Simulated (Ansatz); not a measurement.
**Effect of Rb → Na on Rb**

Take Rb in the bcc (W type) structure (space group Im-3m, No. 229; a = 5.748 Å) as the base.

The change: every Rb is replaced by Na; the structure is relaxed again.

Method: r2SCAN, PAW, 500 eV (Ansatz, a quantum-chemistry and plane-wave program; spin-orbit coupling left out). Γ-centred 16×16×16 mesh, Fermi–Dirac width 0.05 eV, for the changed cell.

```json
[
 {"quantity": "volume per atom", "base": "94.98 Å³", "changed": "37.66 Å³", "shift": "-57.32 Å³"},
 {"quantity": "density", "base": "1.49 g/cm³", "changed": "1.01 g/cm³", "shift": "-0.48 g/cm³"},
 {"quantity": "lattice parameter a", "base": "5.748 Å", "changed": "4.223 Å", "shift": "-1.525 Å"},
 {"quantity": "space group", "base": "Im-3m (No. 229)", "changed": "Im-3m (No. 229)", "shift": "–"},
 {"quantity": "band gap", "base": "zero", "changed": "zero", "shift": "–"}
]
```

Cost of the whole job for the changed cell (relaxation, final SCF and bands): roughly 60 core-seconds.

Whether these cells are dynamically stable was not tested.
